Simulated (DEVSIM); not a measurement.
Structure: Cr/SiO2/p-Si capacitor, at 400 K.

| layer (left to right) | material | thickness (nm) | Na (cm⁻³) |
|---|---|---|---|
| 1 | SiO2 | 14.0 | - |
| 2 | Si | 760 | 5.7e17 |

Metal gate on the left, work function 4.5 eV. Fixed charge at the semiconductor interface -1.5e11 cm⁻² (in units of +e); no interface traps.

The device is made up for the run: typed textbook-type constants, with dimensions and the other settings drawn at random. Values at 300 K; Nc and Nv go as T^1.5, mobilities as T to minus their exponent, the gap by Varshni's rule with the affinity fixed.

```tsv
parameter	SiO2	Si
gap (eV)	9	1.124
affinity (eV)	0.9	4.05
permittivity	3.9	11.7
Nc (cm⁻³)	-	2.86e19
Nv (cm⁻³)	-	3.1e19
Varshni α (eV/K)	-	0.000473
Varshni β (K)	-	636
```

Simulated with DEVSIM: 1D Poisson equation in equilibrium, Boltzmann statistics, complete ionisation; no quantum confinement or tunnelling. Metal contacts follow the ideal Schottky-Mott rule: no Fermi-level pinning, no interface dipoles.

Base results: flat-band voltage (V) -0.40; capacitance of the dielectric stack (μF/cm²) 0.247; minimum of the low-frequency capacitance (μF/cm²) 0.132.

### Question
What follows from this one change: fixed charge -1.5e+11 → -8.4e+11 cm^-2?

### Answer
flat-band voltage -0.40 → 0.05 V; capacitance of the dielectric stack little changed (0.247 μF/cm²); minimum of the low-frequency capacitance little changed (0.132 μF/cm²).

### Question
What follows from this one change: temperature 400 → 500 K?

### Answer
flat-band voltage -0.40 → -0.31 V; capacitance of the dielectric stack little changed (0.247 μF/cm²); minimum of the low-frequency capacitance 0.132 → 0.141 μF/cm².

### Question
What follows from this one change: gate work function 4.5 → 4.2 eV?

### Answer
flat-band voltage -0.40 → -0.70 V; capacitance of the dielectric stack little changed (0.247 μF/cm²); minimum of the low-frequency capacitance little changed (0.131 μF/cm²).

### Question
What follows from this one change: SiO2 thickness 0.014 → 0.017 μm?

### Answer
flat-band voltage -0.40 → -0.38 V; capacitance of the dielectric stack 0.247 → 0.203 μF/cm²; minimum of the low-frequency capacitance 0.132 → 0.118 μF/cm².

### Question
What follows from this one change: substrate doping 5.7e+17 → 2.8e+16 cm^-3?

### Answer
flat-band voltage -0.40 → -0.29 V; capacitance of the dielectric stack little changed (0.247 μF/cm²); minimum of the low-frequency capacitance 0.132 → 0.0584 μF/cm².
